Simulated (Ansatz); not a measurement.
Base system: GeSe in the GeS type structure (space group Pnma, No. 62; layered, stacked along the Cartesian x axis).

```xyz
8
Lattice="10.9614 0.0000 0.0000 0.0000 3.8757 0.0000 0.0000 0.0000 4.4321" Properties=species:S:1:pos:R:3 pbc="T T T"
Ge     1.3508     0.9689     0.5048
Ge     4.1299     2.9068     2.7208
Ge     9.6106     2.9068     3.9273
Ge     6.8316     0.9689     1.7113
Se     9.3666     0.9689     2.2094
Se     7.0755     2.9068     4.4255
Se     1.5948     2.9068     2.2227
Se     3.8859     0.9689     0.0067
```

Cartesian axes are those of the cell as printed.

Computed with Ansatz (an electronic-structure program) PBE-D3(BJ), no spin-orbit coupling.

It is then changed as follows: uniaxial stress, 5 GPa compression along z; all other stress components relax to zero.

Problem. How does this affect the strain response and energy relative to the base?

Solution. The strain response (xx, yy, zz) comes out as (+2.61, +9.10, −12.25) %; the energy rises by 44 meV/atom.

Beyond what the load breaks, stability against distortions was not tested. The D3 term's C6 switches between coordination references near this geometry, which can add small steps to energies.
